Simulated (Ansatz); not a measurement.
Phonon-limited electron mobility of Si (Fd-3m) in cm²/(V·s), r2SCAN, finite-displacement electron-phonon coupling, linearised Boltzmann equation (Ansatz, an electronic-structure program). Condition of this run: hydrostatic pressure 9 GPa (the target of the relaxation). Geometry: relaxed with this functional, without spin-orbit coupling.

```
Condition     μ
---------  ----
150 K      7800
200 K      4300
250 K      2620
300 K         …
350 K         …
400 K       903
500 K       544
600 K       360
```

Task: Complete the blanks.

Result: 
- 300 K, μ: 1740
- 350 K, μ: 1220

Task: What exponent p of μ ∝ T^−p fits 200 to 400 K (along x)?

Result: p ≈ 2.2; acoustic deformation-potential scattering alone gives 1.5.

Scattering by harmonic phonons alone: no impurities, screening or carrier-carrier scattering, bands fixed at 0 K. From a coarser fine mesh the values given move by up to 6 %. The mesh was bound by memory.
